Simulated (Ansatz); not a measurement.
The reference is AlN in the zinc blende structure (space group F-43m, No. 216; a = 4.3695 Å). Axes: x, y, z lie along the cube axes.

Method: r2SCAN in Ansatz (plane waves to 500 eV, PAW, scalar-relativistic without spin-orbit coupling), earlier PAW set.

Base values:

* **Band gap**: 3.93 eV
* **Shortest interatomic distance**: 1.892 Å

It is then changed as follows: a free-standing slab of 7 layers (14 atoms, 2 a layer) is cut normal to [110], with 15 Å of vacuum and the in-plane cell held at bulk.

### Question
What does the calculation give for the band gap, change of the spacing d23 from its bulk value of 1.545 Å, excess energy per area of both faces, gap character and shortest interatomic distance after the change?

### Answer
The band gap decreases by 0.829 eV to 3.11 eV; the change of the spacing d23 from its bulk value of 1.545 Å amounts to +2.1 %; the excess energy per area of both faces (slab less bulk energy over the cell's area: twice a surface energy) is 5.04 J/m²; the gap character comes out as indirect, U → Γ; the shortest interatomic distance drops by 0.113 Å to 1.779 Å.

The excess energy carries the mismatch between the slab's and the bulk's meshes. Whether these cells are dynamically stable was not tested. This is not the structure that AlN has at room temperature and ambient pressure. Labels are those of the standard path for the cell's own space group.

Ansatz is a first-principles code.
